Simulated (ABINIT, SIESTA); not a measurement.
A SIESTA input for a self-consistent single point of SiO2 (P4_2/mnm, 6 atoms in the cell) (DFT, LDA PW92, numerical atomic orbitals DZP, PseudoDojo LDA standard norm-conserving potentials (rewritten from UPF to PSML)):

```
# files in the folder: Si.psml O.psml (PseudoDojo LDA standard)
SystemName  SiO2
SystemLabel SiO2

NumberOfAtoms                6
NumberOfSpecies              2
%block ChemicalSpeciesLabel
  1 14 Si
  2 8 O
%endblock ChemicalSpeciesLabel
LatticeConstant              1.0 Bohr
%block LatticeVectors
     7.865140286    0.000000000    0.000000000
     0.000000000    7.865140286    0.000000000
     0.000000000    0.000000000    5.004446423
%endblock LatticeVectors
AtomicCoordinatesFormat      Ang
%block AtomicCoordinatesAndAtomicSpecies
     2.081026500    2.081026500    1.324119500  1
     0.000000000    0.000000000    0.000000000  1
     2.884968657    2.884968657    0.000000000  2
     1.277084343    1.277084343    0.000000000  2
     3.358110843    0.803942157    1.324119500  2
     0.803942157    3.358110843    1.324119500  2
%endblock AtomicCoordinatesAndAtomicSpecies

XC.functional                LDA
XC.authors                   PW92
PAO.BasisSize                DZP
PAO.EnergyShift              0.01 Ry
MeshCutoff                   350 Ry
%block kgrid.MonkhorstPack
    4   0   0  0.0
    0   4   0  0.0
    0   0   6  0.0
%endblock kgrid.MonkhorstPack
OccupationFunction           FD
ElectronicTemperature        10 K

MaxSCFIterations             150
SCF.Mixer.Method             Pulay
SCF.Mixer.Weight             0.25
SCF.Mixer.History            6
SCF.DM.Tolerance             1.0E-05
Diag.ParallelOverK           true
WriteForces                  true
```

Give the ABINIT input for the same structure, mesh, smearing and functional.

This is the input that was run; spellings and numerical settings could be chosen otherwise.

```
# SiO2, JTH v2.0 LDA PAW
pp_dirpath "./"
pseudos "Si.LDA_PW-JTH.xml, O.LDA_PW-JTH.xml"
acell 4.1620530000 4.1620530000 2.6482390000 Angstrom
rprim
         1.0000000000    0.0000000000    0.0000000000
         0.0000000000    1.0000000000    0.0000000000
         0.0000000000    0.0000000000    1.0000000000
natom 6
ntypat 2
znucl 14 8
typat 1 1 2 2 2 2
xred
         0.5000000000    0.5000000000    0.5000000000
         0.0000000000    0.0000000000    0.0000000000
         0.6931600000    0.6931600000    0.0000000000
         0.3068400000    0.3068400000    0.0000000000
         0.8068400000    0.1931600000    0.5000000000
         0.1931600000    0.8068400000    0.5000000000
ecut 24 Ha
pawecutdg 48 Ha
pawovlp -1
pawxcdev 0
occopt 1
nband 20
kptopt 1
ngkpt 4 4 6
nshiftk 1
shiftk 0 0 0
nstep 50
toldfe 1.0e-09
diemac 9
prtwf 0
prtden 0
prtvol 1
enunit 1
```

Basis settings and potentials, where a program has them, do not carry over. This input uses DFT, LDA (PW92), plane waves, PAW (JTH v2.0 LDA PAW). LDA parametrisations can differ slightly between programs.

The starting cell comes from a database of computed structures (which also holds hypothetical and non-ambient phases and stackings), without a prior relaxation at this level. Its lattice was rescaled by a random factor within 2.5 % of one.
